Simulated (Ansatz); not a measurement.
System: CaAlHO₂ (model structure, started from the SrVO2H type, P4/mmm, No. 123, 5 atoms in the cell). Method: HSE06 (plane waves, PAW; Ansatz, a first-principles code).

Numerical settings: plane-wave cutoff 460 eV, 6×6×6 k mesh, Fermi–Dirac smearing 0.01 eV, scalar-relativistic PAW data made under PBE.

The cell is the one relaxed with PBEsol. Conventional cell: a = 3.7281 Å, b = 3.7281 Å, c = 3.4483 Å, α = 90.00°, β = 90.00°, γ = 90.00°.

```
CELL_PARAMETERS angstrom
      3.72805     0.00000     0.00000
      0.00000     3.72805     0.00000
      0.00000     0.00000     3.44832
ATOMIC_POSITIONS crystal
  Ca 0.50000 0.50000 0.50000
  Al 0.00000 0.00000 0.00000
  O  0.50000 0.00000 0.00000
  O  0.00000 0.50000 0.00000
  H  0.00000 0.00000 0.50000
```

Q: List the 15 lowest band energies at Γ above −25 eV (eV, relative to the valence band maximum), grouping those that round alike.

A: At Γ: -21.32 (×2), -21.15, -20.11, -18.16, -5.39 (×2), -4.85, -3.14, -1.47, -1.20 (×2), 6.45, 6.82, 7.78.

Note: the run warned that its exchange threshold was loose for the stress; the relaxation could raise the start's symmetry but not lower it, so the cell can be a saddle point; cell and atoms aren't relaxed at this level (pressure 0.3 GPa).

A model structure was made by putting elements into a prototype or built by hand; it is no filed structure, need not be a known phase, and can be a saddle point held by its symmetry.
